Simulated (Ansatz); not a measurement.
A self-consistent single point of Al₃Ni₂ (P3m1, 5 atoms in the cell) with Ansatz (a quantum-chemistry and plane-wave program)

Method: LDA (PW92), default PAW files made with PBE (plane waves; Ansatz).

Input:

Ansatz 0.2 input:
```yaml
crystal:
  lattice:
    - [4.00618300, 0.00000000, 0.00000000]
    - [-2.00309100, 3.46945600, 0.00000000]
    - [0.00000000, 0.00000000, 4.89550300]
  atoms:
    - { symbol: Al, position: [0.00000000, 0.00000000, 0.01021300] }
    - { symbol: Al, position: [0.33333300, 0.66666700, 0.64808000] }
    - { symbol: Al, position: [0.66666700, 0.33333300, 0.35192000] }
    - { symbol: Ni, position: [0.33333300, 0.66666700, 0.14657000] }
    - { symbol: Ni, position: [0.66666700, 0.33333300, 0.85343000] }
basis:
  ecutwfc: 30.9 Ry
kpoints:
  mp_grid:
    grid: [10, 10, 7]
hamiltonian:
  xc: lda
  pseudopotentials:
    kind: paw
scf:
  occupations:
    method: fermi_dirac
    width: 0.0073 Ry
output:
  forces: true
  eigenvalues: true
  stress: true
```

Output, abridged:

```
WARN the atoms were moved onto the symmetric positions of the space group found under crystal.symmetry.tolerance 1.0e-5 (fractional …
WARN ansatz: RAYON_NUM_THREADS=1 ignored (pool sized by the plan → 1); use --threads N
Pseudopotentials: kind: paw
Pseudopotential: Al, paw, valence charge 3
Pseudopotential: Ni, paw, valence charge 18
Crystal: 5 atoms, lattice volume = 68.044 Å³
Basis set: ecut = 420.4159175005146 eV, 1373 PW (Γ)
Bands: 28, of which v1, the nominal top of the filled ones, is band 23 counted from 1 (22 counted from 0)
Symmetry: 6 space group operations
Space group: P3m1 (ITA 156), of the structure as read, at distance tolerance 4.1e-5 Å
k-points: 80 of 700 (time reversal used)
PAW frozen core: Al, regenerated for the run's functional, and the local potential with it
PAW frozen core: Ni, regenerated for the run's functional, and the local potential with it
Initial density: superposition of atomic densities (neutral atoms: chi_scale 0, normalization atom), corrected by the library's trained network
Initial wavefunctions: pseudopotential atomic-orbital guess
Eigensolver: davidson
Functional: x = slater, c = lda
SCF iter   1: F=—  HF=-13088.671553 eV  |F-HF|=—  |Δ(HF+E_count)|=         —  Δρ=8.84e-3  dr2=2.51e-2  ethr=1.77e-3  ⟨swp⟩=6.2  Hψ=10149  notcnv=0
all-band conjugate gradients solve this SCF's bands
preconditioner: auto → Kerker (q_TF=auto, 2.547 Å⁻¹)
SCF iter   2: F=—  HF=-13088.664768 eV  |F-HF|=—  |Δ(HF+E_count)|=   6.78e-3  Δρ=2.99e-3  dr2=7.98e-3  ethr=5.58e-5  ⟨swp⟩=2.3  Hψ=4393  notcnv=0  defer=5
SCF iter   3: F=—  HF=-13088.663198 eV  |F-HF|=—  |Δ(HF+E_count)|=   1.57e-3  Δρ=1.31e-3  dr2=2.56e-3  ethr=1.77e-5  ⟨swp⟩=1.0  Hψ=2227  notcnv=0  defer=5
SCF iter   4: F=—  HF=-13088.662549 eV  |F-HF|=—  |Δ(HF+E_count)|=   6.48e-4  Δρ=2.17e-4  dr2=7.34e-5  ethr=5.69e-6  ⟨swp⟩=2.3  Hψ=3287  notcnv=0  defer=5
SCF iter   5: F=—  HF=-13088.662539 eV  |F-HF|=—  |Δ(HF+E_count)|=   1.01e-5  Δρ=7.86e-5  dr2=7.32e-6  ethr=1.63e-7  ⟨swp⟩=2.2  Hψ=3389  notcnv=0  defer=5
SCF iter   6: F=—  HF=-13088.662538 eV  |F-HF|=—  |Δ(HF+E_count)|=   1.28e-6  Δρ=3.90e-5  dr2=8.02e-7  ethr=1.63e-8  ⟨swp⟩=2.3  Hψ=3454  notcnv=0  defer=5
SCF iter   7: F=—  HF=-13088.662538 eV  |F-HF|=—  |Δ(HF+E_count)|=   1.10e-8  Δρ=2.22e-5  dr2=2.19e-7  ethr=1.78e-9  ⟨swp⟩=2.2  Hψ=3310  notcnv=0  defer=5
SCF iter   8: F=-13088.662538 eV  HF=-13088.662538 eV  |F-HF|=4.17e-10  |Δ(HF+E_count)|=   1.30e-8  Δρ=2.88e-6  dr2=4.03e-9  ethr=2.22e-10  ⟨swp⟩=5.0  Hψ=8660  notcnv=0
SCF 1 converged in 8 iterations: F = -13088.662538 eV  dr2 = 4.03e-9
SCF converged after 8 iterations
Free energy (F): -13088.662538 eV
Harris-Foulkes:  -13088.662538 eV  (|F-HF|=4.17e-10)
Internal energy: -13088.620533 eV  (E = F + TS)
E sigma→0 (E₀):  -13088.641536 eV
Entropy (-TS):   -0.042005 eV (-8.401 meV/atom)
Fermi energy:    10.967643 eV
--- Per-component energies (eV) ---
  E_band       = -769.117576
  E_kinetic    = 645.714980
  E_local      = -10267.567436  (includes V_loc(G=0)·N_el)
  E_nonlocal   = 1307.905247
  E_hartree    = 4461.641654
  E_xc         = -291.192139
  E_vxc        = -312.116495  (∫ρ·V_xc dr)
  E_paw        = -4457.753857  (= ΣΔE_a)
  E_vpaw       = -1066.339896  (= ΣTr[D̂ρ^β])
  E_aug_tail   = 0.000869  (compensation charges beyond the density's cutoff)
  E_ewald      = -4488.405242
  E_core_change = 1.035391  (= ΣΔE_core)
  E_smearing   = -0.042005  (= −TS)
  E_closure    = 0.000000  (closes the sum)
  Σ components = -13088.662538   (vs F -13088.662538, Δ=0.00e0)
--- Forces (eV/Å), atoms counted from 1 ---
  atom   1  Al     0.00000000    -0.00000000    -0.20443662
  atom   2  Al     0.00000000    -0.00000000     0.13852332
  atom   3  Al    -0.00000000     0.00000000    -0.00844883
  atom   4  Ni    -0.00000000     0.00000000    -0.03719126
  atom   5  Ni     0.00000000    -0.00000000     0.11154827
  max |Σ_I F_I| component: 5.12e-6 eV/Å
--- Stress (GPa, compression-positive) ---
       -5.089026       0.000000       0.000000
        0.000000      -5.089026       0.000000
        0.000000       0.000000      -6.171603
  P = ⅓ Tr σ = -5.4499 GPa (-54.499 kbar)
  The stress holds the Pulay correction. Without it, at fixed plane waves, as pw.x and ABINIT print it: P = -5.5321 GPa
--- Band table (eV; the first three rows and the last of 80) ---
  k-point 0: bands = ["-91.6009", "-91.5365", "-52.4441", "-52.4320", "-52.4320", "-52.3905", "-52.3587", "-52.3587", "0.4856", "5.7577", "6.1426", "7.4241", "7.4241", "8.0034", "8.0034", "8.8646", "8.8646", "9.2543", "9.3222", "9.3222", "9.6963", [...]
  k-point 1: bands = ["-91.6009", "-91.5365", "-52.4441", "-52.4320", "-52.4320", "-52.3906", "-52.3587", "-52.3587", "0.6083", "4.7984", "6.7987", "7.4066", "7.4066", "7.9858", "7.9858", "8.9023", "8.9023", "9.0830", "9.3285", "9.3285", "10.4105", [...]
  k-point 2: bands = ["-91.6009", "-91.5365", "-52.4441", "-52.4320", "-52.4320", "-52.3906", "-52.3587", "-52.3587", "0.9665", "3.6536", "7.2239", "7.3696", "7.3696", "7.9463", "7.9463", "8.9958", "9.0062", "9.0062", "9.3194", "9.3194", "11.8985", [...]
  k-point 79: bands = ["-91.6008", "-91.5366", "-52.4448", "-52.4340", "-52.4332", "-52.3884", "-52.3587", "-52.3580", "4.5927", "5.3044", "5.4968", "5.8303", "6.3799", "6.8687", "8.2215", "8.3715", "8.4439", "8.9958", "9.0887", "9.1686", "9.4269", [...]
```

The run converged in 8 iterations.

The starting cell comes from a database of computed structures (which also holds hypothetical and non-ambient phases and stackings), without a prior relaxation at this level. Its lattice was rescaled by up to half a per cent. One atom was moved a little off its site on purpose. Spin polarisation is off. With a pressure of about -5 GPa the cell is away from its equilibrium volume at this level. Ansatz's pressure includes its estimate of the finite-basis (Pulay) stress.
